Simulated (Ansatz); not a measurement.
Take AlN in the wurtzite structure (space group P6_3mc, No. 186; a = 3.114 Å, c = 4.984 Å) as the base. Axes: x lies along a and z along c of the hexagonal cell.

Modification: compressive biaxial strain of 2.28 % in the plane normal to [001], as in epitaxy on a mismatched substrate; the out-of-plane cell vector and the atoms relax.

Levels (all Ansatz, a first-principles code, PAW): PBEsol (420 eV, no spin-orbit coupling); r2SCAN (500 eV, without spin-orbit coupling); HSE06 (420 eV, no spin-orbit coupling).

One geometry, relaxed with PBEsol, under each level:

```tsv
level	band gap	lowest conduction level above the VBM at special points	electron mass	pressure
PBEsol	4.45 eV	Γ 4.45 eV; K 4.81 eV; L 5.26 eV; M 5.58 eV	0.28 mₑ out of plane, 0.32 mₑ in plane (at Γ)	7.50 GPa
r2SCAN	5.20 eV	Γ 5.20 eV; K 5.62 eV; L 6.08 eV; M 6.36 eV	0.29 mₑ out of plane, 0.33 mₑ in plane (at Γ)	6.53 GPa
HSE06	5.94 eV	Γ 5.94 eV; K 6.29 eV; L 6.76 eV	–	–
```

Single points use the geometry relaxed with PBEsol. Their cutoffs differ, which shifts pressures a little. Effective masses come from finite differences of ±0.01 Å⁻¹. Whether these cells are dynamically stable was not tested.
